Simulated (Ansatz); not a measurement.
# A computed series for PbTe: pressure series

The parent structure is PbTe in the rock salt structure (space group Fm-3m, No. 225).

```
PbTe
1.0
    0.00000     3.18980     3.18980
    3.18980     0.00000     3.18980
    3.18980     3.18980     0.00000
Te Pb
1 1
Direct
  0.50000   0.50000   0.50000
  0.00000   0.00000   0.00000
```

Cell and atoms are relaxed at each pressure.

Level of theory: Ansatz (a quantum-chemistry and plane-wave program), LDA, PAW, cutoff 420 eV, spin-orbit coupling left out.

| pressure (GPa) | volume per atom (Å³/atom) |
|---|---|
| -2 | 33.974 |
| -1 | 33.172 |
| 0 | 32.456 |
| 0.9 | ? |
| 2.1 | 31.202 |
| 4.5 | 30.040 |
| 9 | 28.334 |
| 15 | 26.646 |

Task: Fit the third-order Birch–Murnaghan form P(V) = (3B₀/2)[(V₀/V)^(7/3) − (V₀/V)^(5/3)]·[1 + (3/4)(B₀′ − 4)((V₀/V)^(2/3) − 1)] (squares taken in P) to the rows shown and predict the withheld row.

Result: Least squares on the printed values gives V₀ = 32.462 Å³/atom, B₀ = 48.7 GPa, B₀′ = 4.5; this predicts 31.891 Å³/atom, and the run gives 31.894 Å³/atom, 0.003 higher.

Measured bulk modulus of PbTe: 39.8 GPa (room temperature; as listed in Kerstin Hummer, Andreas Grüneis, Georg Kresse, Physical Review B (2007)); the computed value is for a static lattice, so the two differ by thermal effects too.

Load acts through the strain it causes; cell and atoms are relaxed under it. Stability against distortions was not tested. No other phases were tried under pressure. The final runs are not spin-polarised.
